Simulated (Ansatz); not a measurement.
Effect of isotropic strain −4.27 % on Rb2PdP2

Base system: Rb₂PdP₂ (space group Cmcm, No. 63; a = 6.499 Å, b = 14.456 Å, c = 5.960 Å; a cell from a computed database, its experimental status unchecked).

Perturbation: an isotropic linear strain of −4.27 %; the atoms relax in the strained cell.

All numbers come from DFT with PBEsol, PAW potentials and a 420 eV plane-wave cutoff in Ansatz (an electronic-structure program), scalar-relativistic without spin-orbit coupling, earlier PAW set. Settings: 6×6×6 k-points, 0.05 eV Fermi–Dirac smearing.

| quantity | base | changed | shift |
|---|---|---|---|
| volume per atom | 28.00 Å³ | 24.56 Å³ | -3.44 Å³ |
| space group | Cmcm (No. 63) | Cmcm (No. 63) | – |
| shortest interatomic distance | 2.174 Å | 2.170 Å | -0.004 Å |
| energy relative to the base (free energy F) | 0 meV/atom | +41 meV/atom | +41 meV/atom |
| band gap | 1.00 eV | 0.55 eV | -0.45 eV |
| gap character | indirect, Γ → k = (1/3, 1/3, 1/3) in the run's primitive reciprocal basis | indirect, Γ → k = (0.167, 1/3, 1/3) in the run's primitive reciprocal basis | – |
| smallest direct gap | 1.07 eV | 0.61 eV | -0.454 eV |
| width of the top valence band | 0.61 eV | 0.93 eV | +0.314 eV |
| valence-band top at Γ (three highest levels, from the VBM) | 0.00, -0.57, -0.90 eV | 0.00, -0.92, -1.24 eV | – |
| largest internal atomic displacement | – | 0.127 Å | – |

Whether these cells are dynamically stable was not tested.
